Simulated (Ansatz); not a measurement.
A hypothetical phase is included: elements placed on a structure type, which no database files for this compound.

By PBEsol, the system below comes out a metal.

A figure of merit of an interconnect metal is its ballistic conductance per area.

```yaml
crystal:
  lattice:
    - [4.07766, 0.00000, 0.00000]
    - [0.00000, 4.07766, 0.00000]
    - [2.03883, -2.03883, 2.88334]
  atoms:
    - { symbol: W, position: [0.25000, 0.25000, 0.50000] }
    - { symbol: W, position: [0.50000, 0.50000, 0.00000] }
```

The cell was relaxed by PBE-D3(BJ); by PBEsol it stands under a pressure of -0.7 GPa.

The current flows along the normal of the first two printed cell vectors, the (001) plane of the conventional cell. No spin-orbit coupling; the value is a mean over 0.1 eV about the Fermi level.

### Question
Predict the ballistic conductance per area from PBEsol (Ansatz, an electronic-structure program).

### Answer
1.1 × 10¹⁵ S/m² for both spins.
